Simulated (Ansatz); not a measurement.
Take Sn in the diamond structure (space group Fd-3m, No. 227; a = 6.5665 Å) as the base.

The values are results of r2SCAN (Ansatz, a quantum-chemistry and plane-wave program), without spin-orbit coupling, not measurements.

For the base:

Pressure: 0.0 GPa
Band gap: zero

Now apply this change: every lattice vector is shortened by 1.50 %, atoms relaxed at fixed cell.

Problem. What does the calculation give for the pressure, band gap and energy relative to the base after the change?

Solution. The pressure goes from zero to 2.2 GPa; the band gap stays zero; the energy grows by 10 meV/atom.

The cells carry an imposed strain or load. Whether these cells are dynamically stable was not tested.
